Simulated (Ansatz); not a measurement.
Consider CsPbBr3 in the cubic perovskite structure (space group Pm-3m, No. 221; a = 5.770 Å). Axes: x, y, z lie along the cube axes.

Computed with plane-wave PAW DFT at the LDA level (Ansatz, an electronic-structure program, 420 eV), spin-orbit coupling left out.

Base values:

```
Property                               Result
-----------------------------  --------------
Band gap                              1.17 eV
Shortest interatomic distance         2.885 Å
Hole mass                      0.11 mₑ (at R)
```

Modification: a pure shear with ε_xy = ε_yx = 0.0033, atoms relaxed at fixed cell.

Task: What does the calculation give for the band gap, stress, shortest interatomic distance and hole mass after the change?

Result: The band gap decreases by 0.012 eV, from 1.17 eV to 1.15 eV; the stress (xx, yy, zz, yz, xz, xy; compression positive) comes out as (0.00, 0.00, 0.00, 0.00, 0.00, -0.02) GPa; the shortest interatomic distance remains 2.885 Å; the hole mass remains 0.11 mₑ (at R).

With Pb present, leaving out spin-orbit coupling can change the band edges. The cells carry an imposed strain or load. Masses are band curvatures over ±0.01 Å⁻¹ around the edge. No phonon test of stability was made. Many cubic perovskites are stable only at high temperature; tilts and polar distortions were not tested. This is not the structure that CsPbBr3 has at room temperature and ambient pressure.
